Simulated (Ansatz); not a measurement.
Ansatz (an electronic-structure program) run on LaNi₂B₂C (I4/mmm, 6 atoms in the cell): zone-centre phonon calculation.

Computed with LDA (PW92), default PAW files made with PBE (plane waves; Ansatz).

```xyz
6
Lattice="-1.8798 1.8798 4.8846 1.8798 -1.8798 4.8846 1.8798 1.8798 -4.8846" Properties=species:S:1:pos:R:3 pbc="T T T"
La     0.0000     0.0000     0.0000
Ni     0.0000     1.8798     2.4423
Ni     1.8798     0.0000     2.4423
B      0.0000     0.0000     3.4010
B      0.0000     0.0000     6.3683
C      0.0000     0.0000     4.8846
```

Reference input (self-consistent single point, DFT, LDA (PW92), plane waves, default PAW files made with PBE): basis.ecutwfc = 420 eV; kpoints.mp_grid.grid = 12 12 12; hamiltonian.xc = lda; hamiltonian.pseudopotentials = {kind: paw} (the program's default PAW files); scf.occupations.method = fermi_dirac; scf.occupations.width = 0.1 eV. This run's input differs from it in these lines:

```diff
@@ -25,6 +25,6 @@
     width: 0.1 eV
-output:
-  forces: true
-  eigenvalues: true
-  stress: true
+  convergence:
+    dr2_threshold: 1.0e-03 eV
+phonons:
+  method: dfpt
```

Output, abridged:

```
SCF iter   1: F=—  HF=-18168.286636 eV  |F-HF|=—  |Δ(HF+E_count)|=         —  Δρ=7.14e-3  dr2=4.94e-2  ethr=1.77e-3  ⟨swp⟩=5.2  Hψ=36307  notcnv=0
all-band conjugate gradients solve this SCF's bands
preconditioner: auto → Kerker (q_TF=auto, 2.643 Å⁻¹)
SCF iter   2: F=—  HF=-18168.277873 eV  |F-HF|=—  |Δ(HF+E_count)|=   8.76e-3  Δρ=4.14e-3  dr2=1.86e-2  ethr=8.67e-5  ⟨swp⟩=2.0  Hψ=21719  notcnv=0
SCF iter   3: F=—  HF=-18168.274105 eV  |F-HF|=—  |Δ(HF+E_count)|=   3.77e-3  Δρ=7.18e-4  dr2=3.10e-4  ethr=3.27e-5  ⟨swp⟩=2.0  Hψ=15466  notcnv=0
SCF iter   4: F=—  HF=-18168.274052 eV  |F-HF|=—  |Δ(HF+E_count)|=   5.29e-5  Δρ=3.78e-4  dr2=9.52e-5  ethr=5.45e-7  ⟨swp⟩=2.0  Hψ=17745  notcnv=0
SCF iter   5: F=—  HF=-18168.274039 eV  |F-HF|=—  |Δ(HF+E_count)|=   1.28e-5  Δρ=1.34e-4  dr2=1.01e-5  ethr=1.67e-7  ⟨swp⟩=2.0  Hψ=12904  notcnv=0
SCF iter   6: F=-18168.274035 eV  HF=-18168.274038 eV  |F-HF|=2.41e-6  |Δ(HF+E_count)|=   1.54e-6  Δρ=6.08e-5  dr2=2.93e-6  ethr=1.78e-8  ⟨swp⟩=13.0  Hψ=97896  notcnv=0
SCF 1 converged in 6 iterations: F = -18168.274035 eV  dr2 = 2.93e-6
DFPT response loops at Γ: preconditioner auto → Kerker (q_TF=auto, 2.643 Å⁻¹) (partly filled bands, converged f_vac=0.000) …
the response loops of the zone centre start from zero, take more passes and end by a threshold …
Free energy (F): -18168.274035 eV
Internal energy: -18168.201117 eV  (E = F + TS)
E sigma→0 (E₀):  -18168.237576 eV
Entropy (-TS):   -0.072918 eV (-12.153 meV/atom)
Fermi energy:    14.485314 eV
   [... lines left out ...]
  ASR residual: 4.292e-2 → 0.000e0 eV/Å²; symmetrization residual: 1.934e-7 eV/Å²
  ASR residual per site (eV/Å²): 1.69e-2 4.29e-2 4.29e-2 4.82e-3 4.82e-3 3.59e-3
  Γ frequencies (cm⁻¹): 0.00 0.00 0.00 137.94 137.94 147.57 187.53 204.23 204.23 352.31 384.03 384.03 446.89 446.89 456.11 456.11 854.52 1280.85
  non-analytic LO–TO correction: not included (Born effective charges unavailable; polar crystals: no LO–TO splitting at Γ)
```

The run converged in 6 iterations. 

Summary of the result:
| Property | Result |
|---|---|
| Free energy E − TS (on the zero of these files) | -18168.2740 eV |
| Fermi level (on the code's own zero) | 14.49 eV |
| Zone-centre frequencies (cm⁻¹; negative means imaginary) | 0, 0, 0, 138, 138, 148, 188, 204, 204, 352, 384, 384, 447, 447, 456, 456, 855, 1281 |

The starting cell comes from a database of computed structures (which also holds hypothetical and non-ambient phases and stackings), without a prior relaxation at this level. Its lattice was rescaled by up to half a per cent. Spin polarisation is off.

Cost on one core of a shared machine: roughly 30 min.

Keys are those of Ansatz 0.2.
